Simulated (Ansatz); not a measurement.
The starting structures come from a database of crystals and need not be the phases stable at ambient conditions.

 Where the default PAW files enter, the runs use the earlier of Ansatz's two default sets.

Inside the gap of an insulator the Bloch states are evanescent, with a wavenumber k + iκ along the transport direction.

Input:

```xyz
7
Lattice="8.1405 0.0000 0.0000 -4.0702 7.0498 0.0000 4.0702 2.3499 3.3233" Properties=species:S:1:pos:R:3 pbc="T T T"
Ca     6.1053     1.1750     1.6617
Ca     4.0702     4.6999     1.6617
Ca     2.0351     1.1750     1.6617
As     0.0000     0.0000     0.0000
Cl     4.0702     0.0000     0.0000
Cl     2.0351     3.5249     0.0000
Cl    -2.0351     3.5249     0.0000
```

Space group of this cell: Pm-3m. The cell is taken as given.

Transport runs along the normal of the first two printed cell vectors, the (111) plane of the conventional cell.

The gap is the functional's own, uncorrected, and κ follows it; spin-orbit coupling is left out. Mid-gap values are interpolated between the computed energies.

Problem. Predict the band gap and the smallest decay constant κ at mid-gap from r2SCAN (Ansatz, a first-principles code).

Solution. Gap 2.19 eV on a 10×10×10 mesh; κ = 0.204 1/Å, at the zone centre.
